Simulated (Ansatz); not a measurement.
**AlRu, response to strain**

Take AlRu in the CsCl type structure (space group Pm-3m, No. 221; relaxed with 0.1 eV smearing) as the base.

AlRu is taken in the cubic space group Pm-3m (No. 221), the CsCl type structure, Pearson symbol cP2. Conventional cell: a = b = c = 2.977 Å, α = β = γ = 90.00°. Al on 1b is coordinated by 8 Ru at 2.578 Å and 6 Al at 2.977 Å. Ru on 1a is surrounded by 8 Al at 2.578 Å and 6 Ru at 2.977 Å. (Neighbours: up to the widest gap in distance over summed covalent radii, below 1.35, at either atom.)

Strains are applied to the cell and any free atomic positions relax.

Level of theory: Ansatz (a first-principles code) PBEsol, no SOC.

Notes on the quantities. energy relative to the base: free energy F.

```json
[
 {"change": "base", "shortest interatomic distance": "2.578 Å", "pressure": "0.0 GPa", "energy relative to the base": "0 meV/atom"},
 {"change": "isotropic strain −3.00 %", "shortest interatomic distance": "2.501 Å", "pressure": "24.4 GPa", "energy relative to the base": "+81 meV/atom"},
 {"change": "isotropic strain −1.50 %", "shortest interatomic distance": "2.540 Å", "pressure": "___", "energy relative to the base": "___"},
 {"change": "isotropic strain −0.50 %", "shortest interatomic distance": "2.565 Å", "pressure": "3.4 GPa", "energy relative to the base": "+2.1 meV/atom"},
 {"change": "isotropic strain +0.50 %", "shortest interatomic distance": "2.591 Å", "pressure": "-3.2 GPa", "energy relative to the base": "+2.0 meV/atom"},
 {"change": "isotropic strain +1.00 %", "shortest interatomic distance": "2.604 Å", "pressure": "-6.1 GPa", "energy relative to the base": "+7.8 meV/atom"},
 {"change": "isotropic strain +1.50 %", "shortest interatomic distance": "2.617 Å", "pressure": "-8.9 GPa", "energy relative to the base": "+17 meV/atom"},
 {"change": "isotropic strain +2.00 %", "shortest interatomic distance": "2.630 Å", "pressure": "-11.4 GPa", "energy relative to the base": "+30 meV/atom"},
 {"change": "isotropic strain +2.50 %", "shortest interatomic distance": "2.643 Å", "pressure": "-13.8 GPa", "energy relative to the base": "+47 meV/atom"},
 {"change": "isotropic strain +3.00 %", "shortest interatomic distance": "2.656 Å", "pressure": "-15.9 GPa", "energy relative to the base": "+66 meV/atom"}
]
```

### Question
Fill in the withheld entries from the trend.

### Answer

- isotropic strain −1.50 %, pressure: 10.9 GPa
- isotropic strain −1.50 %, energy relative to the base: +19 meV/atom

No phonon test of stability was made. The final runs are not spin-polarised.
